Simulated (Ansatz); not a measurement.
Worked example: self-consistent single point of P (R-3m, 2 atoms in the cell) in Ansatz (a first-principles code).

Level of theory: PBEsol, default PAW files made with PBE (plane waves; Ansatz).

The change in words: lattice scaled by 0.98; kpoints.mp_grid.grid: 11 11 11 → 8 8 8. Reference geometry:
```yaml
crystal:
  lattice:
    - [1.73090, 0.99934, 3.13907]
    - [-1.73090, 0.99934, 3.13907]
    - [0.00000, -1.99867, 3.13907]
  atoms:
    - { symbol: P, position: [0.23239, 0.23239, 0.23239] }
    - { symbol: P, position: [0.77292, 0.77292, 0.77292] }
```

Reference input (self-consistent single point, DFT, PBEsol, plane waves, default PAW files made with PBE): basis.ecutwfc = 420 eV; kpoints.mp_grid.grid = 11 11 11; hamiltonian.xc = pbesol; hamiltonian.pseudopotentials = {kind: paw} (the program's default PAW files); scf.occupations.method = gaussian; scf.occupations.width = 0.1 eV. This run's input differs from it in these lines:

Ansatz 0.2 input:
```diff
@@ -2,5 +2,5 @@
   lattice:
-    - [1.730902, 0.999337, 3.139069]
-    - [-1.730902, 0.999337, 3.139069]
-    - [0.000000, -1.998674, 3.139069]
+    - [1.696284, 0.979350, 3.076288]
+    - [-1.696284, 0.979350, 3.076288]
+    - [0.000000, -1.958701, 3.076288]
   atoms:
@@ -11,3 +11,3 @@
 kpoints:
-  mp_grid: { grid: [11, 11, 11] }
+  mp_grid: { grid: [8, 8, 8] }
 hamiltonian:
```

The program printed (abridged):

```
SCF iter   1: F=—  HF=-1480.139364 eV  |F-HF|=—  |Δ(HF+E_count)|=         —  Δρ=2.10e-3  dr2=1.22e-3  ethr=1.77e-3  ⟨swp⟩=6.3  Hψ=5055  notcnv=0
all-band conjugate gradients solve this SCF's bands
preconditioner: auto → none
SCF iter   2: F=—  HF=-1480.139140 eV  |F-HF|=—  |Δ(HF+E_count)|=   2.24e-4  Δρ=9.35e-4  dr2=1.66e-4  ethr=1.22e-5  ⟨swp⟩=2.2  Hψ=1419  notcnv=0
SCF iter   3: F=—  HF=-1480.139161 eV  |F-HF|=—  |Δ(HF+E_count)|=   2.16e-5  Δρ=2.46e-4  dr2=1.16e-5  ethr=1.66e-6  ⟨swp⟩=2.2  Hψ=912  notcnv=0
SCF iter   4: F=—  HF=-1480.139166 eV  |F-HF|=—  |Δ(HF+E_count)|=   4.05e-6  Δρ=5.43e-5  dr2=4.17e-7  ethr=1.16e-7  ⟨swp⟩=2.3  Hψ=862  notcnv=0
iter 5 did not close the SCF: its close was put off for the readings that it lacked (scf_convergence_deferred on its scf_iter line)
SCF iter   5: F=-1480.139166 eV  HF=-1480.139166 eV  |F-HF|=4.53e-9  |Δ(HF+E_count)|=   3.29e-7  Δρ=5.86e-6  dr2=1.03e-8  ethr=4.17e-9  ⟨swp⟩=2.3  Hψ=871  notcnv=0
SCF iter   6: F=-1480.139166 eV  HF=-1480.139166 eV  |F-HF|=1.53e-10  |Δ(HF+E_count)|=  6.94e-10  Δρ=1.05e-6  dr2=2.78e-10  ethr=1.03e-10  ⟨swp⟩=4.0  Hψ=3246  notcnv=0
SCF 1 converged in 6 iterations: F = -1480.139166 eV  dr2 = 2.78e-10
Free energy (F): -1480.139166 eV
Internal energy: -1480.137000 eV  (E = F + TS)
E sigma→0 (E₀):  -1480.138083 eV
Entropy (-TS):   -0.002166 eV (-1.083 meV/atom)
Fermi energy:    10.888523 eV
--- Forces (eV/Å), atoms counted from 1 ---
  atom   1  P     -0.00000000    -0.00000001     0.26390438
  atom   2  P     -0.00000000     0.00000001    -0.26390438
--- Stress (GPa, compression-positive) ---
        1.706565      -0.000000      -0.000000
       -0.000000       1.706565       0.000000
       -0.000000       0.000000      -0.486375
  P = ⅓ Tr σ = 0.9756 GPa (9.756 kbar)
  The stress holds the Pulay correction. Without it, at fixed plane waves, as pw.x and ABINIT print it: P = 0.9366 GPa
```

The run converged in 6 iterations. Against the reference run the free energy falls by 10.9 meV/atom, the pressure goes from -4.25 to 0.98 GPa and the largest force goes from 0.141 to 0.264 eV/Å.

The starting cell comes from a database of computed structures (which also holds hypothetical and non-ambient phases and stackings), without a prior relaxation at this level. Its lattice was rescaled by up to half a per cent. One atom was moved a little off its site on purpose. For this run, on top of that: lattice scaled by 0.98. Ansatz's pressure includes its estimate of the finite-basis (Pulay) stress.
